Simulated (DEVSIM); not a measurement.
System: Pd/Si3N4/SiO2/n-Si capacitor, at 300 K.

| layer (left to right) | material | thickness (nm) | Nd (cm⁻³) |
|---|---|---|---|
| 1 | Si3N4 | 7.50 | - |
| 2 | SiO2 | 1.40 | - |
| 3 | Si | 11000 | 2.8e15 |

Metal gate on the left, work function 5.2 eV. Fixed charge at the semiconductor interface 0 cm⁻² (in units of +e); no interface traps.

This is a model device: material constants are rounded textbook-type values typed into the input, and sizes, dopings and lifetimes were drawn at random. Values at 300 K.

```csv
parameter,Si3N4,SiO2,Si
gap (eV),5.1,9,1.124
affinity (eV),2.1,0.9,4.05
permittivity,7.5,3.9,11.7
Nc (cm⁻³),-,-,2.86e19
Nv (cm⁻³),-,-,3.1e19
```

Simulated with DEVSIM: 1D Poisson equation in equilibrium, Boltzmann statistics, complete ionisation; no quantum confinement or tunnelling. Metal contacts follow the ideal Schottky-Mott rule: no Fermi-level pinning, no interface dipoles.

The substrate doping was swept, all else fixed.

```csv
substrate doping (cm^-3),flat-band voltage (V),minimum of the low-frequency capacitance (μF/cm²),threshold voltage (band bending 2φF) (V)
1.4e14,0.83,0.00578,0.34
2.8e14,0.85,0.00767,0.32
5.6e14,0.87,0.0104,0.29
1.4e15,0.89,0.0158,0.26
2.8e15,0.91,0.0212,0.23
5.6e15,0.93,0.0283,0.19
```

From the first row to the last the flat-band voltage goes from 0.83 to 0.93. From the first row to the last the minimum of the low-frequency capacitance goes from 0.00578 to 0.0283.
